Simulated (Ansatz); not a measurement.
The reference is HfO₂ in the fluorite structure (space group Fm-3m, No. 225; a = 5.058 Å). Axes: x, y, z lie along the cube axes.

Level of theory: r2SCAN/PAW in Ansatz (an electronic-structure program), no spin-orbit coupling.

For the base:

- Band gap = 4.30 eV

Now apply this change: a free-standing slab of 3 layers (9 atoms, 3 a layer) is cut normal to [111], with 15 Å of vacuum and the in-plane cell held at bulk.

Problem. Estimate the effect on the excess energy per area of both faces and band gap.

Solution. The excess energy per area of both faces (slab less bulk energy over the cell's area: twice a surface energy) is 2.21 J/m²; the band gap grows by 0.393 eV to 4.70 eV.

The excess energy carries the mismatch between the slab's and the bulk's meshes. With Hf present, leaving out spin-orbit coupling can change the band edges. Stability against distortions was not tested. This is not the structure that HfO2 has at room temperature and ambient pressure.
